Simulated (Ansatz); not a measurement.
Levels about the gap of amorphous Zr20O41K2 (63 atoms in a cell of 811 Å³, 5.24 g/cm³; zone centre alone, so wide bands show as single levels with stretches between that a denser mesh fills), at the geometry that PBE relaxed, where it gives 0.1 GPa on a denser mesh. The participation number counts the atoms over which a state spreads; weights are charges in smoothed Voronoi cells. The levels come from a single point, so bond lengths are those of that geometry. Method of the levels: PBE, scalar-relativistic without spin-orbit coupling (Ansatz, a quantum-chemistry and plane-wave program). Sampling: the zone centre alone; Fermi-Dirac width 0.02 eV; no spin polarisation. At PBE the levels at the filled edge of the gap are localised (band-tail or defect states).

Preparation: random packing, a CHGNet melt and quench, and a DFT relaxation. O atoms were pushed apart under 1.9 Å during the dynamics, to hinder bonds among them. The hot cell started wider than the set density and was brought back towards it in steps. It is the lowest in DFT energy of 2 quenches. It is a model cell: composition and starting density were chosen by hand, and all elements were melted together. No dispersion term was used. Its density started from a set value of 5.07 and ended at 5.24 g/cm³. The simulated quench (nominally 380 K/ps over its main leg) is rapid and tends to freeze in more defects than a deposited or slowly cooled glass has. A cell of this size samples the disorder only roughly. Volume and shape were free in the relaxation.

| E - E(highest filled), eV | filling | participation number | largest on | weight O | weight Zr | weight K |
|---|---|---|---|---|---|---|
| -0.48 | filled | 19.7 | O, 3 neighbours | 0.94 | 0.06 | 0.00 |
| -0.42 | filled | 13.5 | O, 4 neighbours | 0.92 | 0.08 | 0.00 |
| -0.37 | filled | 15.5 | O, 4 neighbours | 0.94 | 0.06 | 0.00 |
| -0.34 | filled | 16.8 | O, 4 neighbours | 0.94 | 0.06 | 0.00 |
| -0.26 | filled | 16.5 | O, 4 neighbours | 0.94 | 0.06 | 0.00 |
| -0.21 | filled | 12.7 | O, 3 neighbours | 0.95 | 0.05 | 0.00 |
| 0.00 | filled | 5.1 | O, 3 neighbours | 0.94 | 0.06 | 0.00 |
| 3.42 | empty | 21.5 | Zr, 7 neighbours | 0.38 | 0.62 | 0.00 |
| 3.50 | empty | 20.2 | Zr, 6 neighbours | 0.37 | 0.63 | 0.00 |
| 3.58 | empty | 18.1 | Zr, 7 neighbours | 0.38 | 0.62 | 0.00 |
| 3.75 | empty | 22.1 | Zr, 7 neighbours | 0.35 | 0.64 | 0.01 |
| 3.77 | empty | 26.1 | Zr, 6 neighbours | 0.34 | 0.65 | 0.02 |
| 3.80 | empty | 25.9 | Zr, 6 neighbours | 0.34 | 0.65 | 0.01 |
| 3.82 | empty | 28.4 | Zr, 7 neighbours | 0.34 | 0.65 | 0.01 |

Most localised among these is the filled level at +0.00 eV, on a O atom, which has 3 neighbours (Zr 2.02 Å, Zr 2.03 Å, Zr 2.79 Å).
